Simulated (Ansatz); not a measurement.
A self-consistent single point of LaC2 (Imm2, 3 atoms in the cell) with Ansatz (a program for electronic structure).

Method: PBEsol, default PAW files made with PBE (plane waves; Ansatz).

The change in words: lattice scaled by 0.98; kpoints.mp_grid.grid: 11 11 11 → 35 35 35. Reference geometry:
```
CELL_PARAMETERS angstrom
     -2.00510     2.44235     2.72873
      2.00510    -2.44235     2.72873
      2.00510     2.44235    -2.72873
ATOMIC_POSITIONS crystal
  La 0.00916 0.00916 0.00000
  C  0.63322 0.50000 0.13322
  C  0.36678 0.50000 0.86678
```

Reference input (self-consistent single point, DFT, PBEsol, plane waves, default PAW files made with PBE): basis.ecutwfc = 30.9 Ry; kpoints.mp_grid.grid = 11 11 11; hamiltonian.xc = pbesol; hamiltonian.pseudopotentials = {kind: paw} (the program's default PAW files); scf.occupations.method = gaussian; scf.occupations.width = 0.0073 Ry. This run's input differs from it in these lines:

Ansatz 0.2 input:
```diff
@@ -3,5 +3,5 @@
   lattice:
-    - [-2.00510200, 2.44235000, 2.72872700]
-    - [2.00510200, -2.44235000, 2.72872700]
-    - [2.00510200, 2.44235000, -2.72872700]
+    - [-1.96500000, 2.39350300, 2.67415200]
+    - [1.96500000, -2.39350300, 2.67415200]
+    - [1.96500000, 2.39350300, -2.67415200]
   atoms:
@@ -13,3 +13,3 @@
 kpoints:
-  mp_grid: { grid: [11, 11, 11] }
+  mp_grid: { grid: [35, 35, 35] }
 hamiltonian:
```

Output, abridged:

```
SCF iter   1: F=—  HF=-6654.824070 eV  |F-HF|=—  |Δ(HF+E_count)|=         —  Δρ=6.47e-3  dr2=2.37e-2  ethr=1.77e-3  ⟨swp⟩=5.2  Hψ=411173  notcnv=0
all-band conjugate gradients don't solve this SCF's bands from here on, since memory is short
preconditioner: auto → Kerker (q_TF=auto, 2.320 Å⁻¹)
SCF iter   2: F=—  HF=-6654.820828 eV  |F-HF|=—  |Δ(HF+E_count)|=   3.24e-3  Δρ=3.56e-3  dr2=7.61e-3  ethr=1.25e-4  ⟨swp⟩=3.8  Hψ=196694  notcnv=0  defer=20
   [... lines left out ...]
SCF iter   5: F=—  HF=-6654.819613 eV  |F-HF|=—  |Δ(HF+E_count)|=   1.35e-5  Δρ=1.02e-4  dr2=6.16e-6  ethr=3.56e-7  ⟨swp⟩=4.0  Hψ=185978  notcnv=0  defer=55
SCF iter   6: F=—  HF=-6654.819618 eV  |F-HF|=—  |Δ(HF+E_count)|=   4.25e-6  Δρ=6.69e-5  dr2=3.11e-6  ethr=2.16e-8  ⟨swp⟩=5.1  Hψ=244252  notcnv=0  defer=16
SCF iter   7: F=—  HF=-6654.819617 eV  |F-HF|=—  |Δ(HF+E_count)|=   6.46e-7  Δρ=1.49e-5  dr2=1.53e-7  ethr=1.09e-8  ⟨swp⟩=4.3  Hψ=179012  notcnv=0  defer=10
SCF iter   8: F=-6654.819617 eV  HF=-6654.819617 eV  |F-HF|=9.37e-9  |Δ(HF+E_count)|=   4.90e-8  Δρ=4.41e-6  dr2=2.01e-8  ethr=5.35e-10  ⟨swp⟩=5.0  Hψ=221095  notcnv=0
SCF 1 converged in 8 iterations: F = -6654.819617 eV  dr2 = 2.01e-8
Free energy (F): -6654.819617 eV
Internal energy: -6654.815563 eV  (E = F + TS)
E sigma→0 (E₀):  -6654.817590 eV
Entropy (-TS):   -0.004054 eV (-1.351 meV/atom)
Fermi energy:    10.666952 eV
--- Forces (eV/Å), atoms counted from 1 ---
  atom   1  La     0.00000000     0.00000000    -0.39595594
  atom   2  C      0.00000000     1.20955327     0.19796830
  atom   3  C      0.00000000    -1.20955327     0.19796830
--- Stress (GPa, compression-positive) ---
        2.044940       0.000000       0.000000
        0.000000       6.350732       0.000000
        0.000000       0.000000       0.959489
  P = ⅓ Tr σ = 3.1184 GPa (31.184 kbar)
  The stress holds the Pulay correction. Without it, at fixed plane waves, as pw.x and ABINIT print it: P = 2.9205 GPa
```

The run converged in 8 iterations. Against the reference run the free energy falls by 4.5 meV/atom, the pressure goes from -4.09 to 3.12 GPa and the largest force goes from 0.322 to 1.226 eV/Å.

The starting cell comes from a database of computed structures (which also holds hypothetical and non-ambient phases and stackings), without a prior relaxation at this level. Its lattice was rescaled by up to half a per cent. One atom was moved a little off its site on purpose. For this run, on top of that: lattice scaled by 0.98. With a pressure of about 3 GPa the cell is away from its equilibrium volume at this level. Forces in this geometry exceed 1 eV/Å. Ansatz's pressure includes its estimate of the finite-basis (Pulay) stress.

Cost on one core of a shared machine: roughly 8 min.
